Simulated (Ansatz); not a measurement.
Consider C (space group R-3, No. 148; a = 6.318 Å, c = 3.846 Å (hexagonal axes); a hypothetical phase, not in the database extracts checked). Axes: x lies along a and z along c of the hexagonal cell.

Modification: the symmetric strain tensor [-0.0131 -0.0089 -0.0018; -0.0089 0.0005 -0.0026; -0.0018 -0.0026 0.0038], atoms relaxed at fixed cell.

Levels (all Ansatz, a first-principles code, PAW): PBEsol (420 eV, no SOC); r2SCAN (500 eV, no spin-orbit coupling).

The geometry is relaxed with PBEsol.

| Property | Value |
|---|---|
| PBEsol smallest direct gap | 4.47 eV |
| PBEsol pressure | 4.22 GPa |
| PBEsol lowest conduction level above the VBM at special points | Z 2.86 eV; X 3.37 eV; T 3.41 eV; R 4.20 eV |

Problem. What does r2SCAN give at this geometry for the smallest direct gap, pressure and lowest conduction level above the VBM at special points?

Solution. The smallest direct gap grows by 0.30 eV (4.47 eV → 4.77 eV); the pressure goes up by 4.76 GPa (4.22 GPa → 8.98 GPa); the lowest conduction level above the VBM at special points changes from Z 2.86 eV; X 3.37 eV; T 3.41 eV; R 4.20 eV to Z 3.12 eV; X 3.66 eV; T 3.70 eV; R 4.60 eV.

Single points use the geometry relaxed with PBEsol. Their cutoffs differ, which shifts pressures a little. Stability against distortions was not tested. k-point labels follow each cell's own Brillouin zone.
